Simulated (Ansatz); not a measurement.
A self-consistent single point of BaTl₄ (C2/m, 10 atoms in the cell) with Ansatz (a first-principles code).

Computed with PBEsol, default PAW files made with PBE (plane waves; Ansatz).

```xyz
10
Lattice="6.2040 -2.6755 0.0000 6.2040 2.6755 0.0000 -4.5516 0.0000 9.3322" Properties=species:S:1:pos:R:3 pbc="T T T"
Tl     2.5118     0.0000     5.1409
Tl     5.3446     0.0000     4.1913
Tl     1.6902     0.0000     0.3879
Tl     6.1662     0.0000     8.9442
Tl     0.0909     0.0000     2.9970
Tl     7.7655     0.0000     6.3351
Tl     2.8176     0.0000     8.2581
Tl     5.0388     0.0000     1.0740
Ba    -0.9906     0.0000     6.6511
Ba     8.8470     0.0000     2.6810
```

Reference input (self-consistent single point, DFT, PBEsol, plane waves, default PAW files made with PBE): basis.ecutwfc = 420 eV; kpoints.mp_grid.grid = 7 7 4; hamiltonian.xc = pbesol; hamiltonian.pseudopotentials = {kind: paw} (the program's default PAW files); scf.occupations.method = cold; scf.occupations.width = 0.1 eV. This run's input differs from it in these lines:

Ansatz 0.2 input:
```diff
@@ -20,3 +20,3 @@
 kpoints:
-  mp_grid: { grid: [7, 7, 4] }
+  mp_grid: { grid: [4, 4, 2] }
 hamiltonian:
```

Output (repeated stretches shortened):

```
SCF iter   1: F=—  HF=-102093.533674 eV  |F-HF|=—  |Δ(HF+E_count)|=         —  Δρ=2.51e-3  dr2=3.04e-2  ethr=1.77e-3  ⟨swp⟩=9.6  Hψ=5177  notcnv=0
all-band conjugate gradients solve this SCF's bands
preconditioner: auto → Resta (q_TF=auto, 2.342 Å⁻¹)
SCF iter   2: F=—  HF=-102093.521417 eV  |F-HF|=—  |Δ(HF+E_count)|=   1.23e-2  S|Δr|=    0.00e0  Δρ=1.07e-3  dr2=5.49e-3  ethr=2.45e-5  ⟨swp⟩=2.1  Hψ=1992  notcnv=0
   [... lines left out ...]
SCF iter   5: F=—  HF=-102093.520072 eV  |F-HF|=—  |Δ(HF+E_count)|=   1.72e-5  S|Δr|=    0.00e0  Δρ=3.14e-5  dr2=6.18e-6  ethr=1.15e-7  ⟨swp⟩=2.1  Hψ=1199  notcnv=0
SCF iter   6: F=—  HF=-102093.520212 eV  |F-HF|=—  |Δ(HF+E_count)|=   1.41e-4  S|Δr|=    0.00e0  Δρ=1.27e-5  dr2=8.07e-7  ethr=4.98e-9  ⟨swp⟩=2.9  Hψ=1773  notcnv=0
SCF iter   7: F=-102093.520212 eV  HF=-102093.520212 eV  |F-HF|=2.21e-8  |Δ(HF+E_count)|=   9.60e-8  S|Δr|=    0.00e0  Δρ=3.65e-6  dr2=7.60e-8  ethr=8.06e-11  ⟨swp⟩=8.7  Hψ=5282  notcnv=0
SCF 1 converged in 7 iterations: F = -102093.520212 eV  dr2 = 7.60e-8
Stability not checked (fill_not_monotonic)
Free energy (F): -102093.520212 eV
Internal energy: -102093.516683 eV  (E = F + TS)
E sigma→0 (E₀):  -102093.519036 eV
Entropy (-TS):   -0.003529 eV (-0.353 meV/atom)
Fermi energy:    10.242281 eV
--- Forces (eV/Å), atoms counted from 1 ---
  atom   1  Tl    -0.05769641     0.00000000    -0.00597966
  atom   2  Tl     0.05769641     0.00000000     0.00597966
  atom   3  Tl     0.06800615     0.00000000     0.00491293
  atom   4  Tl    -0.06800615     0.00000000    -0.00491293
   [... lines left out ...]
  atom  10  Ba    -0.03402334     0.00000000     0.03214303
--- Stress (GPa, compression-positive) ---
       -0.001049       0.000000      -0.055247
        0.000000      -0.286483       0.000000
       -0.055247       0.000000       0.412974
  P = ⅓ Tr σ = 0.0418 GPa (0.418 kbar)
  The stress holds the Pulay correction. Without it, at fixed plane waves, as pw.x and ABINIT print it: P = 0.0090 GPa
```

The run converged in 7 iterations. Against the reference run the free energy falls by 1.3 meV/atom, the pressure stays near 0.04 GPa while the zz stress (positive for compression) goes from 0.00 to 0.41 GPa and the largest force goes from 0.101 to 0.177 eV/Å.

The starting cell comes from a database of published, mostly measured structures (it also holds non-ambient and calculated ones), without a prior relaxation at this level. Ansatz's pressure includes its estimate of the finite-basis (Pulay) stress.
